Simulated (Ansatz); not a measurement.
## A computed series for InSe: thickness series

The reference is InSe (space group P-6m2, No. 187; a = 4.019 Å, c = 16.838 Å; a cell from a computed database, its experimental status unchecked; layered, stacked along the Cartesian z axis).

Free-standing slabs (4 atom(s) a layer) normal to the stacking axis with 15 Å of vacuum; in-plane cell relaxed.

The values are results of r2SCAN+rVV10 (Ansatz, an electronic-structure program; PAW; 500 eV plane waves; no spin-orbit coupling), earlier PAW set, not measurements.

Notes on the quantities. excess energy per area of both faces: slab less bulk energy over the cell's area: twice a surface energy.

| case | gap character | excess energy per area of both faces | band gap | in-plane lattice parameter a | thickness between the outermost nuclei |
|---|---|---|---|---|---|
| base | – | – | 0.80 eV | 4.019 Å | – |
| 1 layer | indirect, k = (0.100, 0.200, 0) in the run's primitive reciprocal basis → Γ | 0.24 J/m² | 2.07 eV | 4.006 Å | 5.34 Å |
| 2 layers | indirect, k = (0, 0.100, 0) in the run's primitive reciprocal basis → Γ | 0.25 J/m² | 1.50 eV | 4.012 Å | 13.78 Å |
| 3 layers | indirect, K–Γ (89 % along) → Γ | 0.25 J/m² | 1.25 eV | 4.015 Å | 22.17 Å |
| 4 layers | indirect, Γ–M (12 % along) → Γ | 0.25 J/m² | 1.12 eV | 4.016 Å | 30.59 Å |

The excess energy carries the mismatch between the slab's and the bulk's meshes. Whether these cells are dynamically stable was not tested. k-point labels follow each cell's own Brillouin zone.
